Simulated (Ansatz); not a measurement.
**What P → Sb does to GaP**

The parent structure is GaP in the zinc blende structure (space group F-43m, No. 216; a = 5.506 Å).

Modification: Sb takes the place of P on all its sites; the structure is relaxed again.

Computed with PBE/PAW in Ansatz (a quantum-chemistry and plane-wave program), spin-orbit coupling left out. Γ-centred 13×13×13 mesh, Fermi–Dirac width 0.05 eV, for the changed cell.

```yaml
volume_per_atom: 29.99 Å³ (base 20.87 Å³)
density: 5.30 g/cm³ (base 4.01 g/cm³)
lattice_parameter_a: 11.743 bohr (base 10.405 bohr)
space_group: F-43m (No. 216) (base F-43m (No. 216))
shortest_interatomic_distance: 5.085 bohr (base 4.505 bohr)
band_gap: zero (base 1.58 eV)
```

Final structure:

```
GaSb
1.0
    0.00000     3.10700     3.10700
    3.10700     0.00000     3.10700
    3.10700     3.10700     0.00000
Sb Ga
1 1
Direct
  0.75000   0.75000   0.75000
  0.00000   0.00000   0.00000
```

Cost of the whole job for the changed cell (relaxation, final SCF and bands): around 40 core-seconds (rough).

Spin-orbit coupling, missing from the scalar runs, can matter with Sb. Whether these cells are dynamically stable was not tested. The real GaP has an indirect gap at ambient pressure; PBE orders its close-lying valleys differently. The final runs are not spin-polarised. A zero or small gap of GaSb can be the functional's error rather than a property of the material.
